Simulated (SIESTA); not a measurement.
Worked example: self-consistent single point of KNaCl2 (P1, 4 atoms in the cell) in SIESTA.

Level of theory: SIESTA 5.4.2 with LDA PW92, numerical atomic orbitals DZP, PseudoDojo LDA standard norm-conserving potentials (rewritten from UPF to PSML).

The change in words: atoms moved at random. Reference geometry:
```yaml
crystal:
  lattice:
    - [2.08632, 1.20454, 6.94949]
    - [-2.08632, 1.20454, 6.94949]
    - [0.00000, -2.40908, 6.94949]
  atoms:
    - { symbol: K, position: [0.50000, 0.50000, 0.50000] }
    - { symbol: Na, position: [0.00000, 0.00000, 0.00000] }
    - { symbol: Cl, position: [0.74047, 0.74047, 0.74047] }
    - { symbol: Cl, position: [0.25953, 0.25953, 0.25953] }
```

Reference input (self-consistent single point, DFT, LDA PW92, numerical atomic orbitals DZP, PseudoDojo LDA standard norm-conserving potentials (rewritten from UPF to PSML)): XC.functional = LDA; XC.authors = PW92; potentials = PseudoDojo LDA standard; PAO.BasisSize = DZP; PAO.EnergyShift = 0.01 Ry; MeshCutoff = 400 Ry; kgrid.MonkhorstPack = 8 8 8; OccupationFunction = FD; ElectronicTemperature = 10 K; MaxSCFIterations = 150; SCF.Mixer.Method = Pulay; SCF.Mixer.Weight = 0.1. This run's input differs from it in these lines:

```diff
@@ -19,6 +19,6 @@
 %block AtomicCoordinatesAndAtomicSpecies
-     0.000000000   -0.000000500   10.424235000  1
-     0.000000000    0.000000000    0.000000000  2
-    -0.000000000   -0.000000740   15.437583187  3
-     0.000000000   -0.000000260    5.410886813  3
+     0.013488059    0.036076594   10.509644232  1
+    -0.010556779   -0.038210333   -0.009840478  2
+     0.004385445   -0.017047352   15.429591274  3
+    -0.007316724    0.019179592    5.343309972  3
 %endblock AtomicCoordinatesAndAtomicSpecies
```

Output (repeated stretches shortened):

```
        iscf     Eharris(eV)        E_KS(eV)     FreeEng(eV)     dDmax    Ef(eV) dHmax(eV)
   scf:    1    -2957.715338    -2953.005821    -2953.005821  0.543860 -4.239157  2.818160
   scf:    2    -2953.109093    -2953.058431    -2953.058431  0.027718 -4.513951  2.466243
   scf:    3    -2953.247474    -2953.175067    -2953.175067  0.134370 -5.949928  0.642386
   scf:    4    -2953.183720    -2953.181185    -2953.181185  0.037639 -6.529115  0.173994
   scf:    5    -2953.181815    -2953.181508    -2953.181508  0.003351 -6.483567  0.131909
   [... 2 lines left out ...]
   scf:    8    -2953.181874    -2953.181873    -2953.181873  0.000113 -6.423453  0.009423
   scf:    9    -2953.181876    -2953.181875    -2953.181875  0.000614 -6.416805  0.001066
   scf:   10    -2953.181875    -2953.181875    -2953.181875  0.000056 -6.416028  0.000166
   scf:   11    -2953.181875    -2953.181875    -2953.181875  0.000007 -6.415936  0.000112
SCF Convergence by DM+H criterion
max |DM_out - DM_in|         :     0.0000070580
max |H_out - H_in|      (eV) :     0.0001117471
SCF cycle converged after 11 iterations

Using DM_out to compute the final energy and forces

siesta: E_KS(eV) =            -2953.1819

siesta: E_KS - E_eggbox =     -2953.1819

siesta: Atomic forces (eV/Ang):
     1   -0.035566   -0.062341   -0.359706
     2    0.011554    0.039896    0.095299
     3   -0.003895    0.025285    0.018399
     4    0.028364   -0.002950    0.245415
   Tot    0.000456   -0.000110   -0.000593
   Max    0.359706
   Res    0.131460    sqrt( Sum f_i^2 / 3N )
   Max    0.359706    constrained

Stress tensor Voigt[x,y,z,yz,xz,xy] (kbar):       16.64       16.19       20.76        0.01       -0.51       -0.46
(Free)E + p*V (eV/cell)    -2954.3504
   [... lines left out ...]
siesta: FreeEng =     -2953.181875
siesta: Cell volume =        104.786509 Ang**3
siesta:         -17.86632339         -6.72222794  kBar
   [... lines left out ...]
              0.001   0.002   0.001   0.002   0.001
   4  7.100   1.685   0.106   1.776   1.790   1.780  -0.012  -0.019  -0.016
              0.002   0.003   0.001   0.003   0.002

mulliken: Qtot =       32.000

Mulliken Atomic Populations:
Atom #   charge [q] valence [e]  Species
     1     0.228769    8.771231  K
     2    -0.062509    9.062509  Na
     3    -0.066618    7.066618  Cl
     4    -0.099642    7.099642  Cl
 Total    -0.000000
```

The run converged in 11 iterations. Against the reference run the free energy goes up by 6.5 meV/atom, the pressure goes from -1.99 to -1.79 GPa, the largest force goes from 0.009 to 0.367 eV/Å and the gap on the mesh goes from 4.627 to 4.582 eV.

The starting cell comes from a database of computed structures (which also holds hypothetical and non-ambient phases and stackings), without a prior relaxation at this level. For this run, on top of that: atoms moved at random. Values carry the incompleteness of an atom-centred basis. The basis of the alkali or alkaline-earth atoms may lack their empty d shell, which can raise the gap.

Cost on one core of a shared machine: roughly 2 min.
